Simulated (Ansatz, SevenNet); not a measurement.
# Ladder of methods for the enthalpy of formation of L1₀ (CuAu-type) TiAl

Reference value: -0.38 eV/atom (measured, temperature not stated, no zero-point or thermal correction; as tabulated in Zope and Mishin (2003), arXiv:cond-mat/0306298).

```tsv
level (code)	value (eV/atom)	difference (eV/atom)
SevenNet-0	-0.463	-0.083
LDA (Ansatz)	-0.423	-0.043
PBE (Ansatz)	-0.406	-0.026
PBEsol (Ansatz)	-0.411	-0.031
PBE-D3(BJ) (Ansatz)	-0.418	-0.038
rVV10 (Ansatz)	-0.404	-0.024
r²SCAN (Ansatz)	-0.453	-0.073
HSE06 (Ansatz)	-0.451	-0.071
r²SCAN0 (Ansatz)	-0.498	-0.118
```

Once the reference is moved by up to 0.050 eV/atom (a margin picked here for doubts on the reference and the settings, and for temperature and zero-point motion) and values within 0.010 eV/atom count as equal, the nearest can be rVV10 (-0.024 eV/atom), PBE (-0.026 eV/atom), PBEsol (-0.031 eV/atom), PBE-D3(BJ) (-0.038 eV/atom) or LDA (-0.043 eV/atom). Among them r²SCAN0 (-0.118 eV/atom) misses by most.

The measured value isn't corrected to a static lattice, so vibrations enter the comparison.  HSE06: exact exchange on metals is sensitive to the k mesh and can open a false gap. HSE06: the run warned that the count of filled bands differs between k points. r²SCAN0: the run has no spin polarisation, so it can have missed a magnetic state. Each level is taken at its own relaxed cell. Ansatz's density-functional and Hartree–Fock values are scalar-relativistic unless marked +SOC, with PAW data made under PBE.

Machine-learned potentials (SevenNet-0) are trained on DFT data: a solid inside that data is no test of them.

Differences are worked out from the printed values.

Ansatz is a quantum-chemistry and plane-wave program.
